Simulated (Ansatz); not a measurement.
The reference is B (space group I4_132, No. 214; a = 4.633 Å; a hypothetical phase, not in the database extracts checked). Axes: x, y, z lie along the cube axes.

Computed with PBEsol (Ansatz, an electronic-structure program, PAW, no spin-orbit coupling).

Base values:

The shortest interatomic distance comes out as 1.638 Å and the band gap is 1.41 eV.

It is then changed as follows: tensor shear ε_yz = +2.36 % (engineering shear γ = 0.0472), atoms relaxed at fixed cell.

Estimate the effect on the largest internal atomic displacement.

The largest internal atomic displacement comes out as 0.017 Å.

How does this affect the shortest interatomic distance?

The shortest interatomic distance decreases by 0.005 Å (1.638 Å → 1.633 Å).

Estimate the effect on the energy relative to the base.

The energy increases by 2.0 meV/atom.

Estimate the effect on the band gap.

The band gap drops by 0.16 eV (1.41 eV → 1.25 eV).

The cells carry an imposed strain or load. Stability against distortions was not tested.
